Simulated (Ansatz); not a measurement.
Ti₄AlN₃ (P6₃/mmc, No. 194)

The numbers are results of PBEsol (Ansatz, an electronic-structure program, plane waves, PAW), not measurements.

Numerical settings: plane-wave cutoff 520 eV, 24×24×4 k mesh (along the axes of the cell as run), Fermi–Dirac smearing 0.05 eV, no spin polarisation, scalar-relativistic PAW data made under PBE.

Cell (relaxed at this level):

```yaml
crystal:
  lattice:
    - [1.48138, -2.56583, 0.00000]
    - [1.48138, 2.56583, 0.00000]
    - [0.00000, 0.00000, 23.26110]
  atoms:
    - { symbol: Ti, position: [0.00000, 0.00000, 0.15396] }
    - { symbol: Ti, position: [0.00000, 0.00000, 0.65396] }
    - { symbol: Ti, position: [0.00000, 0.00000, 0.84604] }
    - { symbol: Ti, position: [0.00000, 0.00000, 0.34604] }
    - { symbol: Ti, position: [0.33333, 0.66667, 0.05373] }
    - { symbol: Ti, position: [0.66667, 0.33333, 0.55373] }
    - { symbol: Ti, position: [0.66667, 0.33333, 0.94627] }
    - { symbol: Ti, position: [0.33333, 0.66667, 0.44627] }
    - { symbol: Al, position: [0.33333, 0.66667, 0.25000] }
    - { symbol: Al, position: [0.66667, 0.33333, 0.75000] }
    - { symbol: N, position: [0.00000, 0.00000, 0.00000] }
    - { symbol: N, position: [0.00000, 0.00000, 0.50000] }
    - { symbol: N, position: [0.33333, 0.66667, 0.60545] }
    - { symbol: N, position: [0.66667, 0.33333, 0.10545] }
    - { symbol: N, position: [0.66667, 0.33333, 0.39455] }
    - { symbol: N, position: [0.33333, 0.66667, 0.89455] }
```

```yaml
bulk modulus B0: 211 GPa
pressure derivative B′ of the bulk modulus: 4.5
```

Measured, for comparison: bulk modulus 216 ± 2 GPa (room temperature, not corrected to a static lattice; as tabulated in High pressure study of Ti4AlN3 to 55 GPa). Computed (rounded) less measured: bulk modulus -2 %.

Note: the run has no spin polarisation, so it can have missed a magnetic state; the bulk modulus comes from volumes at which shape and atoms were relaxed.

Static lattice: no zero-point or thermal effects.

The result took very roughly 2.3 core-hours.
